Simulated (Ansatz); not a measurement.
The starting structures come from a database of crystals and need not be the phases stable at ambient conditions.

Here is the system:

```xyz
4
Lattice="4.6812 0.0000 0.0000 -2.3406 4.0540 0.0000 2.3406 1.3513 7.5753" Properties=species:S:1:pos:R:3 pbc="T T T"
Ba     2.3406     1.3513     2.0892
Ba     2.3406     4.0540     5.4861
P      0.0000     2.7027     3.7877
Cl     0.0000     0.0000     0.0000
```

Space group of this cell: R-3m. The cell is taken as given.

Transport runs along the normal of the first two printed cell vectors, the (001) plane of the conventional cell.

The gap is the functional's own. No spin-orbit coupling. Mid-gap values are interpolated on the energy grid.

Problem. Predict the band gap and the smallest decay constant κ at mid-gap from r2SCAN run with Ansatz (a quantum-chemistry and plane-wave program).

Solution. Gap 1.45 eV on a 8×8×8 mesh; κ = 0.265 1/Å, at (0.500, 0.000) of the in-plane reciprocal vectors. At the zone centre, at the nearest computed energy, the slowest state has κ = 0.29 1/Å.
